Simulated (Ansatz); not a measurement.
**Hypothetical zinc blende BiB: pressure series**

Take BiB in the zinc blende structure (space group F-43m, No. 216; a = 5.491 Å; a hypothetical phase, not in the database extracts checked) as the base.

Cell and atoms are relaxed at each pressure.

Computed with r2SCAN (Ansatz, a first-principles code, PAW, no spin-orbit coupling).

Notes on the quantities. enthalpy: H = E + PV relative to the base's energy.

```csv
variant,electron mass,band gap,enthalpy,lattice parameter a
base,0.026 mₑ (at Γ),0.39 eV,–,549.1 pm
pressure −2 GPa,–,0.17 eV,-0.26 eV/atom,554.0 pm
pressure −1 GPa,–,0.28 eV,-0.13 eV/atom,551.4 pm
pressure 1.8 GPa,0.037 mₑ (at Γ),0.55 eV,+0.23 eV/atom,545.1 pm
pressure 4.2 GPa,"2.5 mₑ along k, 0.11 mₑ across (at L)",0.71 eV,+0.53 eV/atom,540.5 pm
pressure 9 GPa,"1.1 mₑ along k, 0.20 mₑ across (off the special points)",0.79 eV,+1.11 eV/atom,532.6 pm
pressure 18 GPa,"1.1 mₑ along k, 0.20 mₑ across (off the special points)",0.75 eV,+2.13 eV/atom,520.9 pm
pressure 30 GPa,"1.2 mₑ along k, 0.20 mₑ across (off the special points)",0.71 eV,+3.41 eV/atom,509.2 pm
pressure 45 GPa,"1.2 mₑ along k, 0.21 mₑ across (off the special points)",0.67 eV,+4.90 eV/atom,498.0 pm
pressure 60 GPa,"1.2 mₑ along k, 0.20 mₑ across (off the special points)",___,+6.31 eV/atom,___
```

Complete the table.


- pressure 60 GPa, band gap: 0.64 eV
- pressure 60 GPa, lattice parameter a: 489.0 pm

Spin-orbit coupling, missing from the scalar runs, can matter with Bi. Load acts through the strain it causes; cell and atoms are relaxed under it. Effective masses come from finite differences of ±0.01 Å⁻¹. Along k means along the line from Γ to the band edge. No phonon test of stability was made. Competing high-pressure phases were not computed. The zero or small gap of BiB under pressure −2 GPa and BiB under pressure −1 GPa can change with the level of theory.
